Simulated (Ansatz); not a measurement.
The starting structures come from a database of crystals and need not be the phases stable at ambient conditions.

Tunnelling through a barrier is set by its complex band structure: the current falls as exp(−2κd) with the smallest κ.

Consider the following.

```
MoNa2O4
1.0
    6.38607     0.00000     0.00000
   -3.19304     5.53050     0.00000
    3.19304     1.84350     5.21421
Na Mo O
4 2 8
Cartesian
  6.38607   3.68700   4.56243
  1.59652   2.76525   1.95533
  4.78955   2.76525   1.95533
  0.00000   5.53050   1.95533
  0.00000   0.00000   0.00000
  3.19304   5.53050   3.91065
  0.00000   3.68700   0.46876
  4.93899   0.83547   0.59077
  1.74595   4.69503   3.31989
  3.19304   3.85955   0.59077
  4.64012   4.69503   3.31989
  3.19304   1.84350   3.44190
  6.38607   1.67095   3.31989
  1.44708   0.83547   0.59077
```

Space group of this cell: Fd-3m, spinel. The cell is taken as given; by r2SCAN its mean pressure is 0.7 GPa.

Transport runs along the normal of the first two printed cell vectors, the (111) plane of the conventional cell.

The gap is the functional's own, uncorrected, and κ follows it; spin-orbit coupling is left out. Mid-gap values are interpolated between the computed energies.

Q: State the band gap and the smallest decay constant κ at mid-gap according to r2SCAN (Ansatz, a program for electronic structure).

A: Gap 4.87 eV on a 8×8×8 mesh; κ = 0.528 1/Å, at the zone centre.
